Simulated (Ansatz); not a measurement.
SnGeSiC (model structure, R3m, No. 160, 4 atoms in the cell), treated with r²SCAN (Ansatz, a first-principles code, plane waves, PAW).

Numerical settings: plane-wave cutoff 560 eV, 12×12×12 k mesh, Fermi–Dirac smearing 0.01 eV, scalar-relativistic PAW data made under PBE.

Cell (relaxed at this level):

```
CELL_PARAMETERS angstrom
      1.86765     1.07829     6.12703
     -1.86765     1.07829     6.12703
      0.00000    -2.15658     6.12703
ATOMIC_POSITIONS crystal
  C  0.00876 0.00876 0.00876
  Si 0.11151 0.11151 0.11151
  Ge 0.49338 0.49338 0.49338
  Sn 0.63635 0.63635 0.63635
```

Give the computed bulk modulus B0.


- bulk modulus B0 = 99.7 GPa

The run finds no gap.

Note: the bulk modulus is −V dP/dV from two relaxed cells at ±2 % in volume; the relaxation could raise the start's symmetry but not lower it, so the cell can be a saddle point.

Spin–orbit coupling is not included; it can open a gap where bands touch, and shift volumes and moduli.

Static lattice: no zero-point or thermal effects.

The result took around 11 core-minutes (rough).

A model structure was made by putting elements into a prototype or built by hand; it is no filed structure, need not be a known phase, and can be a saddle point held by its symmetry.
